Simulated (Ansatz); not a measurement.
Zn8Cu5 (I-43m, No. 217), treated with r²SCAN in Ansatz (PAW).

Run with plane-wave cutoff 560 eV, 10×10×10 k mesh, Fermi–Dirac smearing 0.05 eV, no spin polarisation, scalar-relativistic PAW data made under PBE.

Cell (relaxed at this level):

```yaml
crystal:
  lattice:
    - [-4.36796, 4.36796, 4.36796]
    - [4.36796, -4.36796, 4.36796]
    - [4.36796, 4.36796, -4.36796]
  atoms:
    - { symbol: Zn, position: [0.78122, 0.78122, 0.78122] }
    - { symbol: Zn, position: [0.00000, 0.00000, 0.21878] }
    - { symbol: Zn, position: [0.00000, 0.21878, 0.00000] }
    - { symbol: Zn, position: [0.21878, 0.00000, 0.00000] }
    - { symbol: Zn, position: [0.62699, 0.27921, 0.27921] }
    - { symbol: Zn, position: [0.00000, 0.34778, 0.72079] }
    - { symbol: Zn, position: [0.00000, 0.72079, 0.34778] }
    - { symbol: Zn, position: [0.37301, 0.65222, 0.65222] }
    - { symbol: Zn, position: [0.27921, 0.62699, 0.27921] }
    - { symbol: Zn, position: [0.34778, 0.00000, 0.72079] }
    - { symbol: Zn, position: [0.65222, 0.37301, 0.65222] }
    - { symbol: Zn, position: [0.72079, 0.00000, 0.34778] }
    - { symbol: Zn, position: [0.27921, 0.27921, 0.62699] }
    - { symbol: Zn, position: [0.65222, 0.65222, 0.37301] }
    - { symbol: Zn, position: [0.34778, 0.72079, 0.00000] }
    - { symbol: Zn, position: [0.72079, 0.34778, 0.00000] }
    - { symbol: Cu, position: [0.34466, 0.34466, 0.34466] }
    - { symbol: Cu, position: [0.00000, 0.00000, 0.65534] }
    - { symbol: Cu, position: [0.00000, 0.65534, 0.00000] }
    - { symbol: Cu, position: [0.65534, 0.00000, 0.00000] }
    - { symbol: Cu, position: [0.35590, 0.35590, 0.00000] }
    - { symbol: Cu, position: [0.64410, 0.64410, 0.00000] }
    - { symbol: Cu, position: [0.00000, 0.35590, 0.35590] }
    - { symbol: Cu, position: [0.00000, 0.64410, 0.64410] }
    - { symbol: Cu, position: [0.35590, 0.00000, 0.35590] }
    - { symbol: Cu, position: [0.64410, 0.00000, 0.64410] }
```

**Question.** Give the computed bulk modulus B0 and pressure derivative B′ of the bulk modulus.

**Answer.** 
- bulk modulus B0: 125 GPa
- pressure derivative B′ of the bulk modulus: 5.0

The run finds no gap.

Computed values are for the static lattice.

Ansatz is a first-principles code.
